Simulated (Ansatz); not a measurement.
The starting structures come from a database of crystals and need not be the phases stable at ambient conditions.

Inside the gap of an insulator the Bloch states are evanescent, with a wavenumber k + iκ along the transport direction.

Consider the following.

```
BaMg2As2
1.0
    7.78207     0.00000     0.00000
    3.89103     8.08830     0.00000
    3.89103    -0.62395     2.15810
Ba Mg As
1 2 2
Direct
  0.00000   0.00000   0.00000
  0.95607   0.37726   0.37726
  0.04393   0.62274   0.62274
  0.60857   0.72476   0.72476
  0.39143   0.27524   0.27524
```

Space group of this cell: P-3m1. The cell is taken as given.

Transport runs along the normal of the first two printed cell vectors, the (111) plane of the conventional cell.

No gap correction and no spin-orbit coupling; mid-gap values are interpolated between computed energies.

Task: State the band gap and the smallest decay constant κ at mid-gap according to r2SCAN in Ansatz (an electronic-structure program).

Result: Gap 1.44 eV on a 14×14×14 mesh; κ = 0.130 1/Å, at the zone centre.
